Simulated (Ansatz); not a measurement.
Take BeRh in the CsCl type structure (space group Pm-3m, No. 221; a cell from a computed database, its experimental status unchecked; relaxed with 0.1 eV smearing) as the base.

```xyz
2
Lattice="2.7534 0.0000 0.0000 0.0000 2.7534 0.0000 0.0000 0.0000 2.7534" Properties=species:S:1:pos:R:3 pbc="T T T"
Be     0.0000     0.0000     0.0000
Rh     1.3767     1.3767     1.3767
```

Cartesian axes are those of the cell as printed.

Method: Kohn–Sham DFT with the PBEsol functional, run in Ansatz (a first-principles code) with PAW and 420 eV plane waves, no spin-orbit coupling.

One thing is altered: uniaxial strain ε_xx = +1.77 %, all other strain components held at zero; the atoms relax in the strained cell.

Predict the stress tensor and what it implies for the stiffness.

Stress of the strained cell less that of the base (GPa, compression positive):
```
   -6.7     0.0     0.0
    0.0    -2.3     0.0
    0.0     0.0    -2.3
```

Then −Δσ_ii/ε with ε = 0.0177 gives secant stiffness values (nonlinear terms included at this strain): C11 ≈ 378 GPa, C12 ≈ 131 GPa and C13 ≈ 131 GPa.

Stability against distortions was not tested. All final runs are without spin polarisation.
